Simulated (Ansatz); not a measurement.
composition Si3Ge, cell Si48Ge16, held well above this temperature first, at a temperature that wasn't checked against the liquidus, so perhaps supercooled [in the run: it was liquid; mean temperature 1403 K (target 1440 K); density 3.29 g/cm³; one k-point, which a denser mesh shifts by 0.2 GPa in pressure and 0.10 eV/Å in forces]. The atoms began on random sites, so units and networks may differ from a laboratory melt's. Bonds are counted up to Ge-Ge 4.06 Å, Ge-Si 3.30 Å, Si-Si 3.14 Å.

### Question
What distribution of Ge-Si-Si angles does PBE (Ansatz, a program for electronic structure) give?

### Answer
mean 101°, standard deviation 32°.
```
angle (°) | p (1/°)
      1.5 |  0.0000
      4.5 |  0.0000
      7.5 |  0.0000
     10.5 |  0.0000
     13.5 |  0.0000
     16.5 |  0.0000
     19.5 |  0.0000
     22.5 |  0.0000
     25.5 |  0.0000
     28.5 |  0.0000
     31.5 |  0.0000
     34.5 |  0.0000
     37.5 |  0.0000
     40.5 |  0.0000
     43.5 | # 0.0005
     46.5 | ###### 0.0025
     49.5 | ############## 0.0054
     52.5 | ##################### 0.0080
     55.5 | ######################## 0.0093
     58.5 | ########################### 0.0102
     61.5 | ######################### 0.0094
     64.5 | ######################### 0.0096
     67.5 | ######################## 0.0094
     70.5 | ########################## 0.0099
     73.5 | ######################### 0.0097
     76.5 | ########################### 0.0102
     79.5 | ############################ 0.0106
     82.5 | ############################# 0.0111
     85.5 | ############################ 0.0108
     88.5 | ############################# 0.0113
     91.5 | ############################## 0.0115
     94.5 | ############################ 0.0108
     97.5 | ############################# 0.0111
    100.5 | ########################### 0.0105
    103.5 | ########################### 0.0102
    106.5 | ######################### 0.0097
    109.5 | ######################### 0.0097
    112.5 | ######################### 0.0094
    115.5 | ######################## 0.0091
    118.5 | ####################### 0.0088
    121.5 | #################### 0.0078
    124.5 | #################### 0.0077
    127.5 | ################### 0.0073
    130.5 | ################### 0.0074
    133.5 | ################## 0.0068
    136.5 | ################# 0.0067
    139.5 | ################ 0.0063
    142.5 | ################ 0.0060
    145.5 | ############### 0.0058
    148.5 | ############## 0.0053
    151.5 | ############# 0.0050
    154.5 | ########### 0.0044
    157.5 | ############ 0.0045
    160.5 | ######### 0.0033
    163.5 | ######## 0.0032
    166.5 | ####### 0.0025
    169.5 | ###### 0.0022
    172.5 | ### 0.0013
    175.5 | ## 0.0008
    178.5 | # 0.0004
```
